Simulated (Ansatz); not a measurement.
System: AlTlF4 (P4/mmm, No. 123, 6 atoms in the cell; start mp-5606). Method: PBEsol in Ansatz (plane waves, PAW).

Settings: plane-wave cutoff 500 eV, 12×12×6 k mesh (along the axes of the cell as run), Fermi–Dirac smearing 0.05 eV, scalar-relativistic PAW data made under PBE.

Cell (relaxed at this level):

Space group P4/mmm (No. 123); a = 3.6500 Å, b = 3.6500 Å, c = 6.3273 Å, α = 90.00°, β = 90.00°, γ = 90.00°

```tsv
atom	site	symmetry	x	y	z
Al	1a	4/mmm	0.0000	0.0000	0.0000
Tl	1d	4/mmm	0.5000	0.5000	0.5000
F	2g	4mm	0.0000	0.0000	0.2816
F	2f	mmm.	0.0000	0.5000	0.0000
```

Q: Give the computed band gap.

A: 
* **band gap**: 4.15 eV (on the SCF k mesh)

Note: the relaxation could not lower the start's symmetry, so the cell can be a saddle point above a distorted one.

Spin–orbit coupling is not included; with these elements it can move the gap by several tenths of an eV or more.

Static lattice: no zero-point or thermal effects.

A start named mp-… is a Materials Project structure, which need not be a measured phase.

Ansatz is a first-principles code.
